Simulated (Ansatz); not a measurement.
**Sr$_{3}$Ru$_{2}$O$_{7}$ (space group I4/mmm, No. 139)**

```xyz
12
Lattice="-1.9218 1.9218 10.3315 1.9218 -1.9218 10.3315 1.9218 1.9218 -10.3315" Properties=species:S:1:pos:R:3 pbc="T T T"
Sr     0.0000     0.0000    10.3315
Sr     0.0000     0.0000    14.1806
Sr     0.0000     0.0000     6.4823
Ru     0.0000     0.0000     2.0434
Ru     0.0000     0.0000    18.6196
O      0.0000     1.9218     8.3088
O      1.9218     0.0000     2.0227
O      1.9218     0.0000     8.3088
O      0.0000     1.9218     2.0227
O      0.0000     0.0000    16.5938
O      0.0000     0.0000     4.0691
O      0.0000     0.0000     0.0000
```

Level of theory: PBEsol (Ansatz, an electronic-structure program), no spin-orbit coupling. Γ-centred 14×14×14 mesh, Fermi–Dirac width 0.05 eV.

| Item | Value |
|---|---|
| Volume per atom | 12.72 Å³ |
| Density | 6.28 g/cm³ |
| Band gap | zero |
| Total energy | -2170.187 eV/atom (σ→0; compares only within this code and set-up) |

Stability against distortions was not tested. No Hubbard U is applied, and correlation can decide whether such a compound is a metal. All final runs are without spin polarisation.
